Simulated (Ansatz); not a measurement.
The reference is AgCl in the rock salt structure (space group Fm-3m, No. 225).

```cif
data_AgCl
_chemical_formula_sum 'Ag1 Cl1'
_space_group_name_H-M_alt 'P 1'
_space_group_IT_number 1
_cell_length_a 3.85195
_cell_length_b 3.85195
_cell_length_c 3.85195
_cell_angle_alpha 60.000
_cell_angle_beta 60.000
_cell_angle_gamma 60.000
loop_
_space_group_symop_operation_xyz
  'x, y, z'
loop_
_atom_site_label
_atom_site_type_symbol
_atom_site_fract_x
_atom_site_fract_y
_atom_site_fract_z
_atom_site_occupancy
Ag1 Ag 0.00000 0.00000 0.00000 1
Cl1 Cl 0.50000 0.50000 0.50000 1
```

Method: PBEsol in Ansatz (plane waves to 420 eV, PAW, scalar-relativistic without spin-orbit coupling).

One change was made to it. Results:

```csv
quantity,base,after
band gap,0.72 eV,0.74 eV
lattice parameter a,10.294 bohr,10.068 bohr
electron mass,0.25 mₑ (at Γ),0.25 mₑ (at Γ)
```

Problem. Which change produced these results?
(A) pressure −1 GPa
(B) pressure 4.5 GPa
(C) pressure 15 GPa
(D) pressure 22.5 GPa
(E) pressure −2 GPa

Solution. B, pressure 4.5 GPa. For comparison, the lattice parameter a in the other runs: pressure −1 GPa gives 10.359 bohr; pressure −2 GPa gives 10.430 bohr; pressure 22.5 GPa gives 9.560 bohr; pressure 15 GPa gives 9.728 bohr.

Load acts through the strain it causes; cell and atoms are relaxed under it. Masses are band curvatures over ±0.01 Å⁻¹ around the edge. Stability against distortions was not tested. No other phases were tried under pressure.

Ansatz is a first-principles code.
